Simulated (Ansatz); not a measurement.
The parent structure is ZnCu₂SnS₄ (space group I-4, No. 82).

```
CELL_PARAMETERS angstrom
     -2.73414     2.73414     5.46751
      2.73414    -2.73414     5.46751
      2.73414     2.73414    -5.46751
ATOMIC_POSITIONS crystal
  Cu 0.00000 0.00000 0.00000
  Cu 0.75000 0.25000 0.50000
  Zn 0.25000 0.75000 0.50000
  Sn 0.50000 0.50000 0.00000
  S  0.37106 0.89568 0.00795
  S  0.10432 0.11226 0.47538
  S  0.88774 0.36311 0.99205
  S  0.63689 0.62894 0.52462
```

Cartesian axes are those of the cell as printed.

All numbers come from PBE, PAW, 420 eV (Ansatz, an electronic-structure program; scalar-relativistic without spin-orbit coupling).

Before the change:

```
Property                         Value
-----------------------------  -------
Pressure                       0.0 GPa
Shortest interatomic distance  2.317 Å
```

Perturbation: uniaxial strain ε_zz = +0.75 %, all other strain components held at zero; the atoms relax in the strained cell.

**Question.** Estimate the effect on the pressure, energy relative to the base and shortest interatomic distance.

**Answer.** The pressure (mean of the normal stresses, compression positive) goes from zero to -0.5 GPa; the energy goes up by 0.3 meV/atom; the shortest interatomic distance goes up by 0.006 Å (2.317 Å → 2.323 Å).

No phonon test of stability was made. The final runs are not spin-polarised. Gaps under 0.05 eV, about the width of the smearing, are given as zero.
